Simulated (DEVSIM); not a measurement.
# Si p-n junction from an implanted or diffused profile

Device: Si p-n junction from an implanted or diffused profile, at 300 K.

| layer (left to right) | material | thickness (μm) | Nd (cm⁻³) | τn (s) | τp (s) |
|---|---|---|---|---|---|
| 1 | Si | 21.0 | 1.4e16 | 2e-6 | 2e-6 |

Added acceptor profile: 1.1e19 cm⁻³ × exp(−(x − 0.094 μm)²/(2·(0.043 μm)²)). Left contact: ohmic. Right contact: ohmic. Voltage is applied to the left contact. Recombination: SRH at mid-gap, radiative. Mobility is μmin + (μ − μmin)/(1 + (N/Nref)^α).

The device is made up for the run: typed textbook-type constants, with dimensions and the other settings drawn at random. Values at 300 K.

```
parameter           Si
-------------  -------
gap (eV)         1.124
affinity (eV)     4.05
permittivity      11.7
Nc (cm⁻³)      2.86e19
Nv (cm⁻³)       3.1e19
μn (cm²/Vs)       1417
μp (cm²/Vs)        470
μn,min              52
μp,min              45
Nref,n          9.7e16
Nref,p          2.2e17
αn                0.68
αp                0.72
B (cm³/s)      4.7e-15
```

Simulated with DEVSIM: 1D drift-diffusion, Boltzmann statistics, complete ionisation; no tunnelling, impact ionisation, image-force lowering or self-heating.

```
Item                                             Value
---------------------------------------------  -------
Potential step across the device at zero bias  0.838 V
Dark forward voltage at 1 A/cm²                0.662 V
Dark forward voltage at 100 A/cm²              0.813 V
```

Dark forward current:

```csv
V (V),J (A/cm²)
0.05,1.8e-9
0.10,6.6e-9
0.15,2.1e-8
0.20,7.0e-8
0.25,2.7e-7
0.30,1.3e-6
0.35,7.2e-6
0.40,4.5e-5
0.45,0.00030
0.50,0.0020
0.55,0.014
0.60,0.095
0.65,0.64
0.70,3.9
0.75,19
0.80,74
0.85,230
0.90,610
0.95,1300
1.00,2400
```

Dark reverse current:

| V (V) | J (A/cm²) |
|---|---|
| -0.40 | -4.0e-9 |
| -1.00 | -7.9e-9 |
| -2.00 | -1.3e-8 |
| -3.00 | -1.7e-8 |
| -4.00 | -2.0e-8 |
| -6.00 | -2.6e-8 |
| -8.00 | -3.1e-8 |
| -10.00 | -3.5e-8 |
| -13.00 | -4.1e-8 |
